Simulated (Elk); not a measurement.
Elk run on TiIn (P4/mmm, 2 atoms in the cell): self-consistent single point.

Method: PBEsol, all-electron FP-LAPW, Elk's shipped species files, APW+lo basis with extra local orbitals run with Elk.

The change in words: lattice scaled by 0.98. Reference geometry:
```yaml
crystal:
  lattice:
    - [2.96351, 0.00000, 0.00000]
    - [0.00000, 2.96351, 0.00000]
    - [0.00000, 0.00000, 4.23930]
  atoms:
    - { symbol: Ti, position: [0.50000, 0.50000, 0.50000] }
    - { symbol: In, position: [0.00000, 0.00000, 0.00000] }
```

Reference input (self-consistent single point, DFT, PBEsol, all-electron FP-LAPW, Elk's shipped species files, APW+lo basis with extra local orbitals): xctype = 22; rgkmax = 8; stype = 3; swidth = 0.00367493 Ha; ngridk = 15 15 10; tforce = true; gmaxvr = 18 1/bohr; lmaxapw = 10; lmaxo = 8; nxlo = 2; lorbcnd = true; lradstp = 2. This run's input differs from it in these lines:

```diff
@@ -43,5 +43,5 @@
 avec
-    5.6002241573    0.0000000000    0.0000000000
-    0.0000000000    5.6002241573    0.0000000000
-    0.0000000000    0.0000000000    8.0111235190
+    5.4882200899    0.0000000000    0.0000000000
+    0.0000000000    5.4882200899    0.0000000000
+    0.0000000000    0.0000000000    7.8509011998
```

Log, with long lists cut:

```
│ Self-consistent loop started │
│ Loop number : 1 │
 total energy                :     -6732.28115075
│ Loop number : 2 │
 total energy                :     -6732.44561573
RMS change in Kohn-Sham potential (target) :   0.1502351249     (  0.1000000000E-05)
Absolute change in total energy (target)   :   0.1644649825     (  0.1000000000E-03)
│ Loop number : 3 │
 total energy                :     -6732.54707652
RMS change in Kohn-Sham potential (target) :   0.1470029923     (  0.1000000000E-05)
Absolute change in total energy (target)   :   0.1425770288     (  0.1000000000E-03)
│ Loop number : 4 │
   [... lines left out ...]
Absolute change in total energy (target)   :   0.3790864730E-03 (  0.1000000000E-03)
│ Loop number : 13 │
 total energy                :     -6733.50558690
RMS change in Kohn-Sham potential (target) :   0.1346724260E-05 (  0.1000000000E-05)
Absolute change in total energy (target)   :   0.5210424570E-04 (  0.1000000000E-03)
│ Loop number : 14 │
 total energy                :     -6733.50554606
RMS change in Kohn-Sham potential (target) :   0.1406764852E-06 (  0.1000000000E-05)
Absolute change in total energy (target)   :   0.2781286730E-04 (  0.1000000000E-03)
Convergence targets achieved

│ Loop number : 15 │

Energies :
 Fermi                       :     0.344484103646
 total energy                :     -6733.50553999

Density of states at Fermi energy :    40.17878659
 (states/Hartree/unit cell)

Estimated indirect band gap :   0.1414308099E-03
 from k-point     70 to k-point    162
Estimated direct band gap   :   0.1357939295E-01
 at k-point    166

Charges :
 core                        :    40.00000000
 valence                     :    31.00000000
 interstitial                :    2.915769021
 muffin-tins (core leakage)
  species :    1 (Ti)
   atom    1                 :    20.37616501     (  0.6090719040E-09)
  species :    2 (In)
   atom    1                 :    47.70806597     (  0.1339855138E-03)
 total in muffin-tins        :    68.08423098
   [... lines left out ...]
   total force               :     0.00000000    0.00000000    0.00000000
   total magnitude           :     0.00000000
 species :    2 (In)
  atom :    1
   Hellmann-Feynman          :    -0.00000000    0.00000000    0.00000000
   IBS                       :     0.00000000    0.00000000    0.00000000
   total force               :     0.00000000    0.00000000    0.00000000
   total magnitude           :     0.00000000
```

The run converged in 15 iterations. The count includes the last loop, which Elk runs after its targets are met. Against the reference run the free energy rises by 17.0 meV/atom.

The starting cell comes from a database of computed structures (which also holds hypothetical and non-ambient phases and stackings), without a prior relaxation at this level. Its lattice was rescaled by a random factor within 2.5 % of one. For this run, on top of that: lattice scaled by 0.98. Spin polarisation is off. Values depend on the basis (sphere radii, cutoffs, local orbitals), which need not be converged. The log's line on a gap gives a spacing of levels on this mesh, which the program prints for metals too.
